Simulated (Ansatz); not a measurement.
## Na2Te: pressure series

Consider Na$_{2}$Te in the anti-fluorite structure (space group Fm-3m, No. 225; a = 7.246 Å).

Cell and atoms are relaxed at each pressure.

Computed with PBEsol in Ansatz (plane waves to 420 eV, PAW, no spin-orbit coupling).

Candidates:
(a) pressure 3 GPa
(b) pressure 0.3 GPa
(c) pressure 7.5 GPa
(d) pressure 5 GPa
(e) pressure 1.5 GPa

Before the change:

The band gap comes out as 2.02 eV.

Task: Order them by band gap, lowest first.

Result: (b) pressure 0.3 GPa (2.06 eV), (e) pressure 1.5 GPa (2.19 eV), (a) pressure 3 GPa (2.34 eV), (d) pressure 5 GPa (2.51 eV), (c) pressure 7.5 GPa (2.69 eV)

Spin-orbit coupling, missing from the scalar runs, can matter with Te. Load acts through the strain it causes; cell and atoms are relaxed under it. Stability against distortions was not tested. No other phases were tried under pressure.

Ansatz is an electronic-structure program.
